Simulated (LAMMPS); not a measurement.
LAMMPS 22 Jul 2025, classical MD, Stillinger-Weber (Si.sw): Si, 2744 atoms.

```
Quantity                                                                                      Result
-----------------------------------------------  ---------------------------------------------------
task                                                                                         MD, nve
potential                                                                    Stillinger-Weber, Si.sw
copies of the repeat unit                                                                      7×7×7
shape (slab and sphere leave vacuum in the box)                                                 bulk
steps                                                                                           2000
timestep                                                                                        1 fs
thermo                                                                                            50
newton                                                                                  on (default)
atom_modify sort (bins of 2 Å where set)                                              1000 (default)
comm_style                                                                           brick (default)
box                                                                             38.0 × 38.0 × 38.0 Å
start                                            generated diamond lattice, warmed in an untimed run
```

All runs start from one configuration, warmed at this fixed volume for 1000 steps under a thermostat at 900 K. The run at a skin of 2 Å has a mean temperature of 893 K and a mean pressure of 0.9 GPa.

Each setting ran once; only counts and results are compared.

With neigh_modify every 1 delay 0 check yes, skins of 0.1, 0.3, 0.5, 1, 1.5, 2, 3 Å were run. Further schedules:
- skin 2 Å, every 1 delay 10 check yes
- skin 0.3 Å, every 20 delay 0 check no
- skin 0.3 Å, every 1 delay 10 check yes
- skin 2 Å, every 100 delay 0 check no
- skin 2 Å, every 20 delay 0 check no
- skin 2 Å, every 10 delay 0 check yes
- skin 1 Å, every 20 delay 0 check no

A schedule rebuilds too seldom if it shows a dangerous build, rebuilds less often than the check at every step does at that skin, or fails.

### Question
How often does the distance check rebuild the lists at each skin, and which schedules rebuild too seldom?

### Answer
With the check at every step the rebuilds are 695 at 0.1 Å, 279 at 0.3 Å, 169 at 0.5 Å, 76 at 1 Å, 33 at 1.5 Å, 1 at 2 Å, 0 at 3 Å. Too seldom: skin 0.3 Å, every 20 delay 0 check no; skin 0.3 Å, every 1 delay 10 check yes.

| setting | rebuilds | dangerous builds | list entries an atom | change of the total energy (meV/atom) |
|---|---|---|---|---|
| skin 0.1 Å, every 1 delay 0 check yes | 695 | — | 10.8 | +0.0042 |
| skin 0.3 Å, every 1 delay 0 check yes | 279 | — | 15.4 | +0.0042 |
| skin 0.5 Å, every 1 delay 0 check yes | 169 | — | 16.7 | +0.0042 |
| skin 1 Å, every 1 delay 0 check yes | 76 | — | 27.5 | +0.0042 |
| skin 1.5 Å, every 1 delay 0 check yes | 33 | — | 28.9 | +0.0042 |
| skin 2 Å, every 1 delay 0 check yes | 1 | — | 35.7 | +0.0042 |
| skin 3 Å, every 1 delay 0 check yes | 0 | — | 65.0 | +0.0042 |
| skin 2 Å, every 1 delay 10 check yes | 1 | 0 | 35.7 | +0.0042 |
| skin 0.3 Å, every 20 delay 0 check no | 100 | not counted | 15.4 | +0.0019 |
| skin 0.3 Å, every 1 delay 10 check yes | 200 | 200 | 15.4 | +0.0042 |
| skin 2 Å, every 100 delay 0 check no | 20 | not counted | 35.7 | +0.0042 |
| skin 2 Å, every 20 delay 0 check no | 100 | not counted | 35.7 | +0.0042 |
| skin 2 Å, every 10 delay 0 check yes | 1 | 0 | 35.7 | +0.0042 |
| skin 1 Å, every 20 delay 0 check no | 100 | not counted | 27.5 | +0.0042 |

Where the energy changes as in the checked runs, the late rebuilds cost nothing that shows in this run. List entries are as LAMMPS prints them (Ave neighs/atom).
